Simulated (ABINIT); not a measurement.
Worked example: self-consistent single point of Nb3Sn (Pm-3n, 8 atoms in the cell) in ABINIT.

Computed with PBE, norm-conserving pseudopotentials (PseudoDojo nc-sr-05 PBE standard) (plane waves; ABINIT).

The change in words: lattice scaled by 0.98. Reference geometry:
```xyz
8
Lattice="5.3043 0.0000 0.0000 0.0000 5.3043 0.0000 0.0000 0.0000 5.3043" Properties=species:S:1:pos:R:3 pbc="T T T"
Nb     1.3261     0.0000     2.6522
Nb     3.9782     0.0000     2.6522
Nb     2.6522     3.9782     0.0000
Nb     2.6522     1.3261     0.0000
Nb     0.0000     2.6522     3.9782
Nb     0.0000     2.6522     1.3261
Sn     0.0000     0.0000     0.0000
Sn     2.6522     2.6522     2.6522
```

Reference input (self-consistent single point, DFT, PBE, plane waves, norm-conserving pseudopotentials (PseudoDojo nc-sr-05 PBE standard)): pseudos = [Nb.upf, Sn.upf]; ecut = 82 Ry; occopt = 3; tsmear = 0.1 eV; ngkpt = 5 5 5; nshiftk = 1; shiftk = 0 0 0; potentials = PseudoDojo nc-sr-05 PBE standard; nband = 66; kptopt = 1; nstep = 60; tolvrs = 1e-12. This run's input differs from it in these lines:

```diff
@@ -3,3 +3,3 @@
 pseudos "Nb.upf, Sn.upf"
-acell 10.0237253055 10.0237253055 10.0237253055
+acell 9.8232499301 9.8232499301 9.8232499301
 rprim
@@ -13,10 +13,10 @@
 xcart
-         1.3260817500    0.0000000000    2.6521635000
-         3.9782452500    0.0000000000    2.6521635000
-         2.6521635000    3.9782452500    0.0000000000
-         2.6521635000    1.3260817500    0.0000000000
-         0.0000000000    2.6521635000    3.9782452500
-         0.0000000000    2.6521635000    1.3260817500
+         1.2995600000    0.0000000000    2.5991200000
+         3.8986800000    0.0000000000    2.5991200000
+         2.5991200000    3.8986800000    0.0000000000
+         2.5991200000    1.2995600000    0.0000000000
+         0.0000000000    2.5991200000    3.8986800000
+         0.0000000000    2.5991200000    1.2995600000
          0.0000000000    0.0000000000    0.0000000000
-         2.6521635000    2.6521635000    2.6521635000
+         2.5991200000    2.5991200000    2.5991200000
       Angstrom
```

Output (repeated stretches shortened):

```
--- !BeginCycle
solver: {iscf: 7, nstep: 60, nline: 4, wfoptalg: 0, }
tolerances: {tolvrs: 1.00E-12, }
...

     iter   Etot(hartree)      deltaE(h)  residm     vres2
 ETOT  1  -530.63327843232    -5.306E+02 2.640E-01 6.049E+02
 ETOT  2  -531.39338887991    -7.601E-01 2.640E-02 2.846E+02
 ETOT  3  -531.43229339743    -3.890E-02 7.426E-03 1.511E+00
 ETOT  4  -531.43291723944    -6.238E-04 6.274E-03 1.339E-02
 ETOT  5  -531.43296441923    -4.718E-05 4.048E-03 3.707E-03
   [... 5 lines left out ...]
 ETOT 11  -531.43297154409    -5.211E-10 6.158E-04 9.271E-09
 ETOT 12  -531.43297154418    -8.549E-11 1.268E-03 3.385E-10
 ETOT 13  -531.43297154420    -1.739E-11 3.100E-04 2.695E-10
 ETOT 14  -531.43297154421    -1.592E-11 7.680E-04 9.251E-13
 At SCF step   14       vres2   =  9.25E-13 < tolvrs=  1.00E-12 =>converged.

 Cartesian components of stress tensor (hartree/bohr^3)
  sigma(1 1)= -4.53357554E-04  sigma(3 2)=  0.00000000E+00
  sigma(2 2)= -4.53357554E-04  sigma(3 1)=  0.00000000E+00
  sigma(3 3)= -4.53357554E-04  sigma(2 1)=  0.00000000E+00

 ----iterations are completed or convergence reached----

 reduced coordinates (array xred) for    8 atoms
       0.250000001092      0.000000001092      0.500000001092
       0.750000001092      0.000000001092      0.500000001092
       0.500000001092      0.750000001092      0.000000001092
       0.500000001092      0.250000001092      0.000000001092
       0.000000001092      0.500000001092      0.750000001092
       0.000000001092      0.500000001092      0.250000001092
   [... lines left out ...]
 Fermi (or HOMO) energy (hartree) =   0.46622   Average Vxc (hartree)=  -0.47719
 Fermi (or HOMO) energy (eV) =  12.68643   Average Vxc (eV)= -12.98495
   [... lines left out ...]
total_energy        : -5.31432971544214E+02
total_energy_eV     : -1.44610265845501E+04
band_energy         : -3.39390180861629E+01
...

-Cartesian components of stress tensor (GPa)         [Pressure=  1.3338E+01 GPa]
- sigma(1 1)= -1.33382375E+01  sigma(3 2)=  0.00000000E+00
- sigma(2 2)= -1.33382375E+01  sigma(3 1)=  0.00000000E+00
- sigma(3 3)= -1.33382375E+01  sigma(2 1)=  0.00000000E+00

 Calculation completed.
```

The run converged in 14 iterations. Against the reference run the free energy rises by 49.6 meV/atom and the pressure goes from 1.67 to 13.34 GPa.

The starting cell comes from a database of computed structures (which also holds hypothetical and non-ambient phases and stackings), without a prior relaxation at this level. Its lattice was rescaled by a random factor within 2.5 % of one. For this run, on top of that: lattice scaled by 0.98. Spin polarisation is off. With a pressure of about 13 GPa the cell is away from its equilibrium volume at this level.

Cost on one core of a shared machine: roughly 6 min.
